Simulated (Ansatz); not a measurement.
Results of r²SCAN+rVV10 (PAW; Ansatz, a first-principles code) for HfSiO4 (I4₁/amd, No. 141, 12 atoms in the cell; start mp-4609).

Settings: plane-wave cutoff 560 eV, 8×8×8 k mesh, Fermi–Dirac smearing 0.01 eV, scalar-relativistic PAW data made under PBE.

Cell (relaxed at this level):

```
HfO4Si
1.0
   -3.28247     3.28247     2.98334
    3.28247    -3.28247     2.98334
    3.28247     3.28247    -2.98334
Hf Si O
2 2 8
Direct
  0.00000   0.00000   0.00000
  0.75000   0.25000   0.50000
  0.25000   0.75000   0.50000
  0.50000   0.50000   0.00000
  0.13495   0.31988   0.81506
  0.06988   0.75482   0.68494
  0.50482   0.31988   0.18494
  0.06988   0.38495   0.31506
  0.61505   0.93012   0.68494
  0.68012   0.86505   0.18494
  0.24518   0.93012   0.31506
  0.68012   0.49518   0.81506
```

Question: Estimate the band gap and smallest direct gap on the k points sampled that the calculation returns.

Answer: 
- band gap: 6.03 eV
- smallest direct gap on the k points sampled: 6.41 eV

Spin–orbit coupling is not included.

It cost around 60 core-seconds (rough) of CPU time.

A start named mp-… is a Materials Project structure, which need not be a measured phase.
